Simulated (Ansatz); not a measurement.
## Short convergence ladders for LuAu (Pm-3m, 2 atoms in the cell)

```xyz
2
Lattice="3.5141 0.0000 0.0000 0.0000 3.5141 0.0000 0.0000 0.0000 3.5141" Properties=species:S:1:pos:R:3 pbc="T T T"
Lu     1.7571     1.7571     1.7571
Au     0.0000     0.0000     0.0000
```

Base method: LDA (PW92), default PAW files made with PBE (plane waves; Ansatz, an electronic-structure program).

Base settings: basis.ecutwfc = 420 eV; kpoints.mp_grid.grid = 9 9 9; hamiltonian.xc = lda; hamiltonian.pseudopotentials = {kind: paw} (the program's default PAW files); scf.occupations.method = fermi_dirac; scf.occupations.width = 0.1 eV.

**Zone-centre phonons against the cutoff**

In this ladder: phonons.method = dfpt.

The mesh stays at the base's, so the ladder's end is converged at best in this setting alone.

Frequencies are those of the unrelaxed cell, without the LO-TO term of polar crystals.

Only quantities that move along the ladder and can be compared are tabulated.

| basis.ecutwfc | highest zone-centre frequency (cm⁻¹) |
|---|---|
| 210 eV | 54.9 |
| 295 eV | 73.3 |
| 420 eV | 73.5 |
| 630 eV | 73.6 |

Coarsest basis.ecutwfc that holds the highest zone-centre frequency within 10 cm⁻¹ of the last step, with all finer ones: 295 eV; the step before is off by 19 cm⁻¹.

**The force threshold of a relaxation**

On LuAu (P4mm, 2 atoms in the cell): one atom moved by 0.15 angstrom.

In this ladder: relax = atoms.

The mesh stays at the base's, so the ladder's end is converged at best in this setting alone.

Only quantities that move along the ladder and can be compared are tabulated.

```csv
relax.f_tol,free energy less the last step's (meV/atom),largest force left (eV/Å),relaxation steps
0.2 eV/Å,0.55,0.0640,2
0.05 eV/Å,0.00,0.0016,3
0.02 eV/Å,0.00,0.0016,3
0.001 eV/Å,0.00,0.0000,5
```

Coarsest relax.f_tol that holds the largest force left within 0.02 eV/Å of the last step, with all finer ones: 0.05 eV/Å; the step before is off by 0.064 eV/Å.

Coarsest relax.f_tol that holds the free energy within 0.5 meV/atom of the last step, with all finer ones: 0.05 eV/Å; the step before is off by 0.55 meV/atom.

On the base run: the starting cell comes from a database of computed structures (which also holds hypothetical and non-ambient phases and stackings), without a prior relaxation at this level. Its lattice was rescaled by up to half a per cent. In the base run, with a pressure of about -7 GPa the cell is away from its equilibrium volume at this level.

Keys are those of Ansatz 0.2.
